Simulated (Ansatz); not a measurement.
## A computed series for Ti5Si3: pressure series

Start from Ti$_{5}$Si$_{3}$ (space group P6_3/mcm, No. 193; a = 7.4035 Å, c = 5.0689 Å).

Cell and atoms are relaxed at each pressure.

All numbers come from Ansatz (a program for electronic structure), PBEsol, PAW, cutoff 420 eV, without spin-orbit coupling.

```tsv
variant	lattice parameter a	c/a ratio
base	7.404 Å	0.685
pressure −2 GPa	7.434 Å	0.686
pressure −1 GPa	7.419 Å	0.685
pressure 0.3 GPa	7.399 Å	0.685
pressure 0.7 GPa	7.393 Å	0.684
pressure 1.5 GPa	7.382 Å	0.684
pressure 3 GPa	7.361 Å	0.683
pressure 5 GPa	[?]	0.682
pressure 7.5 GPa	[?]	0.681
pressure 10 GPa	7.273 Å	0.680
```

**Question.** Fill in the withheld entries from the trend.

**Answer.** 
- pressure 5 GPa, lattice parameter a: 7.334 Å
- pressure 7.5 GPa, lattice parameter a: 7.303 Å

Load acts through the strain it causes; cell and atoms are relaxed under it. Stability against distortions was not tested. Competing high-pressure phases were not computed. The final runs are not spin-polarised.
